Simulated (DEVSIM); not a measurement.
Device: GaAs n-i-p diode, at 300 K.

```tsv
layer (left to right)	material	thickness (μm)	Nd (cm⁻³)	Na (cm⁻³)	τn (s)	τp (s)
1	GaAs	0.220	1.1e17	-	6.7e-10	6.7e-10
2	GaAs	0.570	-	3.2e12	6.7e-10	6.7e-10
3	GaAs	0.270	-	1.9e17	6.7e-10	6.7e-10
```

Left contact: ohmic. Right contact: ohmic. Voltage is applied to the left contact. Recombination: SRH at mid-gap, radiative. Mobility is constant in doping.

This is a model device: material constants are rounded textbook-type values typed into the input, and sizes, dopings and lifetimes were drawn at random. Values at 300 K.

| parameter | GaAs |
|---|---|
| gap (eV) | 1.424 |
| affinity (eV) | 4.07 |
| permittivity | 12.9 |
| Nc (cm⁻³) | 4.7e17 |
| Nv (cm⁻³) | 9e18 |
| μn (cm²/Vs) | 8500 |
| μp (cm²/Vs) | 400 |
| B (cm³/s) | 2e-10 |

Simulated with DEVSIM: 1D drift-diffusion, Boltzmann statistics, complete ionisation; no tunnelling, impact ionisation, image-force lowering or self-heating.

Task: Tabulate band edges, carrier densities and field at zero bias.

Result: Energies count from the Fermi level of the right contact; mesh points crowd at the junctions.

| x (μm) | Ec (eV) | Ev (eV) | n (cm⁻³) | p (cm⁻³) | field (V/cm) |
|---|---|---|---|---|---|
| 0.000 | 0.038 | -1.387 | 1.1e17 | < 1e2 | ≈ 0 |
| 0.01890 | 0.038 | -1.387 | 1.1e17 | < 1e2 | ≈ 0 |
| 0.04680 | 0.038 | -1.387 | 1.1e17 | < 1e2 | ≈ 0 |
| 0.09418 | 0.038 | -1.387 | 1.1e17 | < 1e2 | ≈ 0 |
| 0.1634 | 0.038 | -1.386 | 1.1e17 | < 1e2 | 520 |
| 0.1948 | 0.045 | -1.379 | 8.3e16 | < 1e2 | 5400 |
| 0.2161 | 0.070 | -1.354 | 3.2e16 | < 1e2 | 21000 |
| 0.2397 | 0.124 | -1.300 | 3.9e15 | < 1e2 | 22000 |
| 0.2743 | 0.197 | -1.227 | 2.3e14 | < 1e2 | 21000 |
| 0.3295 | 0.313 | -1.111 | 2.6e12 | < 1e2 | 21000 |
| 0.4314 | 0.528 | -0.896 | 6.4e8 | 7900 | 21000 |
| 0.6098 | 0.903 | -0.521 | 320 | 1.6e10 | 21000 |
| 0.6983 | 1.089 | -0.335 | < 1e2 | 2.1e13 | 21000 |
| 0.7463 | 1.190 | -0.234 | < 1e2 | 1.1e15 | 21000 |
| 0.7831 | 1.272 | -0.152 | < 1e2 | 2.5e16 | 25000 |
| 0.7977 | 1.307 | -0.117 | < 1e2 | 9.8e16 | 16000 |
| 0.8219 | 1.323 | -0.101 | < 1e2 | 1.8e17 | 1600 |
| 0.8585 | 1.324 | -0.100 | < 1e2 | 1.9e17 | 41 |
| 0.9456 | 1.324 | -0.100 | < 1e2 | 1.9e17 | ≈ 0 |
| 0.9993 | 1.324 | -0.100 | < 1e2 | 1.9e17 | ≈ 0 |
| 1.035 | 1.324 | -0.100 | < 1e2 | 1.9e17 | ≈ 0 |
| 1.060 | 1.324 | -0.100 | < 1e2 | 1.9e17 | ≈ 0 |
